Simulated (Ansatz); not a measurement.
The parent structure is Nb in the bcc (W type) structure (space group Im-3m, No. 229; a = 3.311 Å; relaxed with 0.1 eV smearing). Axes: x, y, z lie along the cube axes.

The values are results of PBE (Ansatz, a first-principles code; PAW; 420 eV plane waves; no spin-orbit coupling), not measurements.

One thing is altered: an isotropic linear strain of −3.00 %, atoms relaxed at fixed cell.

Predict the stress tensor and what it implies for the stiffness.

Stress of the strained cell less that of the base (GPa, compression positive):
```
   18.2     0.0     0.0
    0.0    18.2     0.0
    0.0     0.0    18.2
```

Then B = −ΔP/(ΔV/V₀) with ΔV/V₀ = -0.0873 gives secant stiffness values (nonlinear terms included at this strain): B ≈ 209 GPa.

As a check, the harmonic strain energy −½ V₀ Δσ:ε is 93 meV/atom; the computed energy rise is 84 meV/atom.

Whether these cells are dynamically stable was not tested. All final runs are without spin polarisation.
